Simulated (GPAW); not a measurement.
Worked example: self-consistent single point of CuAgO2 (C2/m, 4 atoms in the cell) in GPAW.

Level of theory: LDA (Perdew-Wang 92), GPAW PAW datasets LDA (gpaw-data 1.0.1) (plane waves; GPAW).

The change in words: lattice scaled by 0.98. Reference geometry:
```xyz
4
Lattice="3.2128 -1.3840 0.0000 3.2128 1.3840 0.0000 -2.3210 0.0000 5.4164" Properties=species:S:1:pos:R:3 pbc="T T T"
Cu     2.0523     0.0000     2.7082
Ag     0.0000     0.0000     0.0000
O      4.9666     0.0000     1.5370
O     -0.8621     0.0000     3.8794
```

Reference input (self-consistent single point, DFT LDA (Perdew-Wang 92), plane waves, GPAW PAW datasets LDA (gpaw-data 1.0.1)): mode = pw; ecut = 900 eV; xc = LDA; kpts = 10 10 5; mesh shift (steps) = 0 0 0; occupations.name = fermi-dirac; occupations.width = 0.1 eV; nbands = -12; convergence.density = 1e-05 e/electron; symmetry.symmorphic = false; symmetry.tolerance = 0.0005; maxiter = 100. This run's input differs from it in these lines:

```diff
@@ -5,5 +5,5 @@
 atoms = Atoms(['Cu', 'Ag', 'O', 'O'],
-              cell=[[3.212777, -1.384047, 0.000000],
-                    [3.212777, 1.384047, 0.000000],
-                    [-2.321042, 0.000000, 5.416389]],
+              cell=[[3.148521, -1.356366, 0.000000],
+                    [3.148521, 1.356366, 0.000000],
+                    [-2.274621, 0.000000, 5.308061]],
               scaled_positions=[[0.500000, 0.500000, 0.500000],
```

Log, with long lists cut:

```
     iter     time        total  log10-change:
                         energy   eigst   dens
iter:   1 --:--:--   -28.584063
iter:   2 --:--:--   -25.431091   -1.47  -1.24
iter:   3 --:--:--   -22.867011   -0.86  -1.30
iter:   4 --:--:--   -22.213272   -2.76  -1.52
iter:   5 --:--:--   -22.713838   -1.56  -1.60
iter:   6 --:--:--   -22.737878   -3.31  -1.69
iter:   7 --:--:--   -21.904162   -2.02  -1.72
iter:   8 --:--:--   -21.876227   -2.50  -2.03
iter:   9 --:--:--   -21.801991   -3.25  -2.21
iter:  10 --:--:--   -21.793381   -3.98  -2.40
iter:  11 --:--:--   -21.792019c  -4.77  -2.77
iter:  12 --:--:--   -21.791025c  -5.04  -2.88
   [... lines left out ...]
iter:  16 --:--:--   -21.790854c  -6.53  -3.52
iter:  17 --:--:--   -21.790762c  -6.23  -3.59
iter:  18 --:--:--   -21.790718c  -6.94  -4.01
iter:  19 --:--:--   -21.790685c  -7.54c -4.07
iter:  20 --:--:--   -21.790679c  -7.95c -4.15
iter:  21 --:--:--   -21.790706c  -7.54c -4.27
iter:  22 --:--:--   -21.790732c  -8.00c -4.50
iter:  23 --:--:--   -21.790737c  -8.89c -4.57
iter:  24 --:--:--   -21.790738c  -9.05c -4.63
iter:  25 --:--:--   -21.790736c  -8.28c -4.71
iter:  26 --:--:--   -21.790736c  -9.25c -4.85
iter:  27 --:--:--   -21.790736c  -9.59c -4.93
iter:  28 --:--:--   -21.790733c  -9.34c -5.00c
Converged after 28 iterations.

Dipole moment: (-0.000000, -0.000000, -0.000000) |e|*Ang

Energy contributions relative to reference atoms: (reference = -193471.445438)

Kinetic:        +13.794297
Potential:      -16.127210
External:        +0.000000
XC:             -19.986760
Entropy (-ST):   -0.045434
Local:           +0.551657
SIC:             +0.000000
--------------------------
Free energy:    -21.813450
Extrapolated:   -21.790733

Showing only first 2 kpts
 Kpt  Band  Eigenvalues  Occupancy
  0    18      4.13124    2.00000
  0    19      5.88478    1.88344
  0    20      7.49609    0.00000
  0    21      7.87507    0.00000

  1    18      3.98710    2.00000
  1    19      5.82911    1.93150
  1    20      7.42554    0.00001
  1    21      8.25781    0.00000

Fermi level: 6.16303

No gap
No difference between direct/indirect transitions
Energy (eV): -21.790733

Forces in eV/Ang:
  0 Cu    0.00000    0.00000    0.00000
  1 Ag    0.00000    0.00000    0.00000
  2 O    -0.29495    0.00000   -1.09883
  3 O     0.29495    0.00000    1.09883

Stress tensor:
    -0.006266    -0.000000    -0.014635
    -0.000000    -0.083765     0.000000
    -0.014635     0.000000    -0.065285
Stress (GPa, Voigt): [ -1.004  -13.4206 -10.4598   0.      -2.3448  -0.    ]
```

The run converged in 28 iterations. GPAW prints stress with tension positive. Against the reference run the free energy rises by 11.9 meV/atom and the largest force goes from 0.586 to 1.138 eV/Å.

At such cutoffs GPAW's stress carries a finite-basis (Pulay) error, which enters relaxed cells too; its log prints stress with tension positive.

The starting cell comes from a database of computed structures (which also holds hypothetical and non-ambient phases and stackings), without a prior relaxation at this level. Its lattice was rescaled by a random factor within 2.5 % of one. For this run, on top of that: lattice scaled by 0.98. Spin polarisation is off, so a magnetic state, if there is one, cannot be reached. Forces in this geometry exceed 1 eV/Å. The run gives no clean gap (levels at the Fermi energy touch, overlap or are partly filled at this smearing), which alone does not show that the compound is a metal.

Cost on one core of a shared machine: roughly 8 min.
